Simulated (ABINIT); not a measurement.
## A self-consistent single point of NbVCr (Imma, 6 atoms in the cell) with ABINIT

Computed with PBEsol, PAW (JTH v2.0 PBE PAW, files made for PBE) (plane waves; ABINIT 10.0.3).

Input as run:

```
# NbVCr, JTH v2.0 PBE PAW
pp_dirpath "./"
pseudos "Nb.GGA_PBE-JTH.xml, V.GGA_PBE-JTH.xml, Cr.GGA_PBE-JTH.xml"
acell 4.9716308327 4.9716308327 4.9716308327 Angstrom
rprim
        -0.4952932112    0.5069292320    0.7054837976
         0.4952932112   -0.5069292320    0.7054837976
         0.4952932112    0.5069292320   -0.7054837976
natom 6
ntypat 3
znucl 41 23 24
typat 1 1 2 2 3 3
xcart
         2.4624150000    1.2601325000   -0.8680125894
        -0.0000000000    1.2601325000    4.3754175894
        -0.0000000000    2.5202650000    0.0000000000
         0.0000000000    0.0000000000    0.0000000000
        -1.2312075000    1.2601325000    1.7537025000
         1.2312075000    1.2601325000    1.7537025000
      Angstrom
ecut 30
pawecutdg 60
pawxcdev 0
ixc -116133
occopt 3
tsmear 0.1 eV
nband 51
kptopt 1
ngkpt 5 5 5
nshiftk 1
shiftk 0 0 0
nstep 100
tolvrs 1.0e-12
prtwf 0
prtden 0
prtvol 1
enunit 1
```

The program printed (abridged):

```
 Symmetries : space group Im m a (# 74); Bravais oI (body-center ortho.)

 -outvars: echo values of preprocessed input variables --------
            acell      9.3950207076E+00  9.3950207076E+00  9.3950207076E+00 Bohr
             ecut      3.00000000E+01 Hartree
           enunit           1
              ixc     -116133
         kptrlatt        5    0    0      0    5    0      0    0    5
          kptrlen      4.65328998E+01
            natom           6
            nband          51
            ngfft          48      48      48
          ngfftdg          72      72      72
             nkpt          27
            nstep         100
             nsym           8
           ntypat           3
           occopt           3
        pawecutdg      6.00000000E+01 Hartree
         pawxcdev           0
            rprim     -4.9529321120E-01  5.0692923200E-01  7.0548379760E-01
                       4.9529321120E-01 -5.0692923200E-01  7.0548379760E-01
                       4.9529321120E-01  5.0692923200E-01 -7.0548379760E-01
          spgroup          74
           tolvrs      1.00000000E-12
           tsmear      3.67493254E-03 Hartree
            typat      1  1  2  2  3  3
           useylm           1
             xred      1.2626000002E-01  3.7626000000E-01  7.5000000002E-01
                       8.7374000000E-01  6.2373999998E-01  2.5000000002E-01
                       5.0000000001E-01 -1.1378009646E-11  5.0000000002E-01
                       1.0590001098E-11 -1.1378009646E-11  1.6097220779E-11
                       5.0000000001E-01 -1.1378009646E-11  1.6097220779E-11
                       5.0000000001E-01  4.9999999999E-01  5.0000000002E-01
            znucl       41.00000   23.00000   24.00000

== DATASET  1 ==================================================================

 Real(R)+Recip(G) space primitive vectors, cartesian coordinates (Bohr,Bohr^-1):
 R(1)= -4.6532900  4.7626106  6.6280349  G(1)=  0.0000000  0.1049844  0.0754371
 R(2)=  4.6532900 -4.7626106  6.6280349  G(2)=  0.1074509  0.0000000  0.0754371
 R(3)=  4.6532900  4.7626106 -6.6280349  G(3)=  0.1074509  0.1049844  0.0000000
 Unit cell volume ucvol=  5.8755695E+02 bohr^3
 Angles (23,13,12)=  1.20621826E+02  1.19080994E+02  9.02627148E+01 degrees

 Coarse grid specifications (used for wave-functions):

 getcut: wavevector=  0.0000  0.0000  0.0000  ngfft=  48  48  48
         ecut(hartree)=     30.000   => boxcut(ratio)=   2.07243

 Fine grid specifications (used for densities):

 getcut: wavevector=  0.0000  0.0000  0.0000  ngfft=  72  72  72
         ecut(hartree)=     60.000   => boxcut(ratio)=   2.19815

   1.03860354E+04                                ecore*ucvol(ha*bohr**3)

_setup2: Arith. and geom. avg. npw (full set) are    4610.008    4609.997

--- !BeginCycle
solver: {iscf: 17, nstep: 100, nline: 4, wfoptalg: 10, }
tolerances: {tolvrs: 1.00E-12, }
...

     iter   Etot(hartree)      deltaE(h)  residm     nres2
 ETOT  1  -431.34566851437    -4.313E+02 2.084E+00 1.124E+03
 ETOT  2  -440.48518198081    -9.140E+00 3.289E-01 5.537E+03
 ETOT  3  -434.71006152711     5.775E+00 7.098E-02 9.547E+02
 ETOT  4  -434.28102414580     4.290E-01 6.359E-02 7.117E+02
 ETOT  5  -434.35977445709    -7.875E-02 4.342E-02 7.897E+02
 ETOT  6  -434.21379477894     1.460E-01 8.008E-03 6.298E+02
   [... 26 lines left out ...]
 ETOT 33  -433.81000193925    -3.013E-12 6.134E-04 8.938E-11
 ETOT 34  -433.81000193925     7.390E-13 5.489E-04 5.359E-12
 ETOT 35  -433.81000193925    -1.137E-13 4.100E-04 3.964E-12
 ETOT 36  -433.81000193925     6.821E-13 4.882E-04 1.382E-12
 ETOT 37  -433.81000193924     5.684E-13 4.027E-04 6.613E-13

 At SCF step   37       nres2   =  6.61E-13 < tolvrs=  1.00E-12 =>converged.

 Cartesian components of stress tensor (hartree/bohr^3)
  sigma(1 1)=  1.94194938E-04  sigma(3 2)=  0.00000000E+00
  sigma(2 2)=  1.95478106E-04  sigma(3 1)=  0.00000000E+00
  sigma(3 3)=  1.97090392E-04  sigma(2 1)=  0.00000000E+00

 ----iterations are completed or convergence reached----

 reduced coordinates (array xred) for    6 atoms
       0.126260000023      0.376260000001      0.750000000016
       0.873739999998      0.623739999976      0.250000000016
       0.500000000011     -0.000000000011      0.500000000016
       0.000000000011     -0.000000000011      0.000000000016
       0.500000000011     -0.000000000011      0.000000000016
       0.500000000011      0.499999999989      0.500000000016
 cartesian forces (eV/Angstrom) at end:
    1     -0.00000000000000    -0.00000000000000     0.01884576025551
    2     -0.00000000000000    -0.00000000000000    -0.01884576025551
    3     -0.00000000000000    -0.00000000000000    -0.00000000000000
    4     -0.00000000000000    -0.00000000000000    -0.00000000000000
    5     -0.00000000000000    -0.00000000000000    -0.00000000000000
    6     -0.00000000000000    -0.00000000000000    -0.00000000000000
 frms,max,avg= 6.2819201E-03 1.8845760E-02   0.000E+00  0.000E+00  0.000E+00 e/A
 length scales=  9.395020707613  9.395020707613  9.395020707613 bohr
              =  4.971630832700  4.971630832700  4.971630832700 angstroms
 Fermi (or HOMO) energy (eV) =  11.61386   Average Vxc (eV)= -12.67273
 Eigenvalues (   eV  ) for nkpt=  27  k points:
 kpt#   1, nband= 51, wtk=  0.00800, kpt=  0.0000  0.0000  0.0000 (reduced coord)
 -59.55414  -59.46325  -51.93404  -51.81613  -42.89363  -42.79367  -31.30032  -30.98930
 -30.97750  -30.90014  -30.89297  -30.64284  -26.23065  -25.86951  -25.86792  -25.79541
 -25.77686  -25.45814  -19.07703  -19.06955  -19.06691  -18.80504  -18.78681  -18.76766
   4.83296    7.71551    8.42774    8.48122    8.54683    9.47874    9.62302    9.71969
  10.11118   10.12619   10.13185   10.16211   11.13270   11.29030   11.41773   12.20073
  12.20206   12.30262   12.63366   12.74975   13.04783   13.20213   13.42909   13.86740
  14.20094   14.41783   14.59358
 prteigrs : prtvol=0 or 1, do not print more k-points.

--- !EnergyTerms
comment             : Components of total free energy in Hartree
kinetic             :  7.67898163193258E+01
hartree             :  8.53055733635080E+01
xc                  : -3.02774988328990E+01
Ewald energy        : -3.30222882141617E+02
psp_core            :  1.76766444601892E+01
local_psp           : -2.76131982628847E+02
spherical_terms     :  2.30547899250392E+01
internal            : -4.33805539535301E+02
'-kT*entropy'       : -4.46264079785061E-03
total_energy        : -4.33810002176099E+02
total_energy_eV     : -1.18045704915213E+04
...

-Cartesian components of stress tensor (GPa)         [Pressure= -5.7544E+00 GPa]
- sigma(1 1)=  5.71341136E+00  sigma(3 2)=  0.00000000E+00
- sigma(2 2)=  5.75116346E+00  sigma(3 1)=  0.00000000E+00
- sigma(3 3)=  5.79859854E+00  sigma(2 1)=  0.00000000E+00

 Calculation completed.
```

The run converged in 37 iterations.

The starting cell comes from a database of computed structures (which also holds hypothetical and non-ambient phases and stackings), without a prior relaxation at this level. Spin polarisation is off. The potentials were made for another functional than the one used. With a pressure of about -6 GPa the cell is away from its equilibrium volume at this level.

Cost on one core of a shared machine: roughly 10 min.
